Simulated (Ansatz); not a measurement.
The reference is HfO₂ in the fluorite structure (space group Fm-3m, No. 225).

```xyz
3
Lattice="0.0000 2.5005 2.5005 2.5005 0.0000 2.5005 2.5005 2.5005 0.0000" Properties=species:S:1:pos:R:3 pbc="T T T"
Hf     0.0000     0.0000     0.0000
O      1.2503     1.2503     1.2503
O      3.7508     3.7508     3.7508
```

Cartesian axes are those of the cell as printed.

Method: LDA (Ansatz, a quantum-chemistry and plane-wave program, PAW, no spin-orbit coupling).

Modification: an isotropic linear strain of −1.00 %; the atoms relax in the strained cell.

**Question.** Predict the stress tensor and what it implies for the stiffness.

**Answer.** Stress of the strained cell less that of the base (GPa, compression positive):
```
   9.07    0.00    0.00
   0.00    9.07    0.00
   0.00    0.00    9.07
```

Then B = −ΔP/(ΔV/V₀) with ΔV/V₀ = -0.0297 gives secant stiffness values (nonlinear terms included at this strain): B ≈ 305 GPa.

As a check, the harmonic strain energy −½ V₀ Δσ:ε is 8.8 meV/atom; the computed energy rise is 8.4 meV/atom.

Whether these cells are dynamically stable was not tested. This is not the structure that HfO2 has at room temperature and ambient pressure.
